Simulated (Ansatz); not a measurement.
Input:

```
CELL_PARAMETERS angstrom
      3.13019     0.00000     0.00000
     -1.56510     2.71082     0.00000
      0.00000     0.00000    10.08214
ATOMIC_POSITIONS crystal
  Al 0.33333 0.66667 0.00163
  Al 0.33333 0.66667 0.49503
  Ga 0.66667 0.33333 0.74941
  Al 0.66667 0.33333 0.24851
  N  0.33333 0.66667 0.68359
  N  0.33333 0.66667 0.19019
  N  0.66667 0.33333 0.94426
  N  0.66667 0.33333 0.43697
```

A single point on GaN with a change (x(Al) = 0.75, 8 atoms, P3m1), its geometry relaxed with PBEsol.

Computed with Kohn–Sham DFT with the PBEsol functional, run in Ansatz (a quantum-chemistry and plane-wave program) with PAW and 420 eV plane waves, noncollinear with spin-orbit coupling. Settings: 12×12×4 k-points, 0.05 eV Fermi–Dirac smearing.

### Question
What width of the top valence band does the calculation give?

### Answer
1.72 eV.

### Question
Estimate the gap character (in this cell's own zone, which can be folded).

### Answer
Direct at Γ.

### Question
What valence-band top at Γ (three highest Kramers pairs, from the VBM) does the calculation give?

### Answer
0.00, -0.01, -0.17 eV.

Single points use the geometry relaxed with PBEsol. Whether these cells are dynamically stable was not tested. The cell was made from GaN by this change: x(Al) = 0.75, 8 atoms, P3m1.
